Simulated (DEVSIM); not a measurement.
System: abrupt Si p-n junction, at 300 K.

Layer 1 from the left is Si, thickness (μm) 6.50, Na (cm⁻³) 2.2e15, τn (s) 0.00033, τp (s) 0.00033. Layer 2 from the left is Si, thickness (μm) 1.80, Nd (cm⁻³) 1e13, τn (s) 0.00033, τp (s) 0.00033.

Left contact: ohmic. Right contact: ohmic. Voltage is applied to the left contact. Recombination: SRH at mid-gap. Mobility is μmin + (μ − μmin)/(1 + (N/Nref)^α).

The device is made up for the run: typed textbook-type constants, with dimensions and the other settings drawn at random. Values at 300 K.

Si: gap (eV) 1.124, affinity (eV) 4.05, permittivity 11.7, Nc (cm⁻³) 2.86e19, Nv (cm⁻³) 3.1e19, μn (cm²/Vs) 1417, μp (cm²/Vs) 470, μn,min 52, μp,min 45, Nref,n 9.7e16, Nref,p 2.2e17, αn 0.68, αp 0.72.

DEVSIM, 1D drift-diffusion, Boltzmann statistics, complete ionisation; no tunnelling, impact ionisation, image-force lowering or self-heating.

### Question
What does the simulation give for the potential step across the device at zero bias, the dark forward voltage at 100 A/cm²?

### Answer
potential step across the device at zero bias 0.493 V; dark forward voltage at 100 A/cm² 1.543 V.
